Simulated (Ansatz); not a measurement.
# Effect of pressure 4.5 GPa on InP

Take InP in the zinc blende structure (space group F-43m, No. 216; a = 5.907 Å) as the base.

It is then changed as follows: a hydrostatic pressure of 4.5 GPa.

Calculations: r2SCAN (Ansatz, a program for electronic structure; PAW; 500 eV plane waves; scalar-relativistic without spin-orbit coupling). Γ-centred 10×10×10 mesh, Fermi–Dirac width 0.05 eV.

```json
[
 {"quantity": "volume per atom", "base": "25.76 Å³", "changed": "24.32 Å³", "shift": "-1.446 Å³"},
 {"quantity": "density", "base": "4.70 g/cm³", "changed": "4.98 g/cm³", "shift": "+0.28 g/cm³"},
 {"quantity": "lattice parameter a", "base": "590.7 pm", "changed": "579.4 pm", "shift": "-11.3 pm"},
 {"quantity": "shortest interatomic distance", "base": "255.8 pm", "changed": "250.9 pm", "shift": "-4.9 pm"},
 {"quantity": "enthalpy H = E + PV relative to the base's energy", "base": "–", "changed": "+0.70 eV/atom", "shift": "–"},
 {"quantity": "band gap", "base": "1.03 eV", "changed": "1.36 eV", "shift": "+0.336 eV"},
 {"quantity": "gap character", "base": "direct at Γ", "changed": "direct at Γ", "shift": "–"},
 {"quantity": "mean gap deformation potential ΔEg/Δln V", "base": "–", "changed": "-5.8 eV", "shift": "–"},
 {"quantity": "width of the top valence band", "base": "2.90 eV", "changed": "3.16 eV", "shift": "+0.268 eV"},
 {"quantity": "electron mass", "base": "0.074 mₑ (at Γ)", "changed": "0.093 mₑ (at Γ)", "shift": "–"},
 {"quantity": "hole mass (degenerate bands, along [100])", "base": "0.073, 0.44, 0.44 mₑ (at Γ)", "changed": "0.092, 0.41, 0.41 mₑ (at Γ)", "shift": "–"},
 {"quantity": "valley order (the lowest conduction-band minima on the path, energy above the VBM, named in the base's zone)", "base": "Γ 1.03 eV; L along ⟨111⟩ 1.80 eV; X along ⟨100⟩ 2.04 eV", "changed": "Γ 1.36 eV; X along ⟨100⟩ 1.95 eV; L along ⟨111⟩ 1.95 eV", "shift": "–"}
]
```

Load acts through the strain it causes; cell and atoms are relaxed under it. Masses are band curvatures over ±0.01 Å⁻¹ around the edge. No phonon test of stability was made. Tetrahedral semiconductors of this kind turn to denser phases somewhere between about 1 and 50 GPa; those were not computed, so compressed cells here can lie past the real transition.
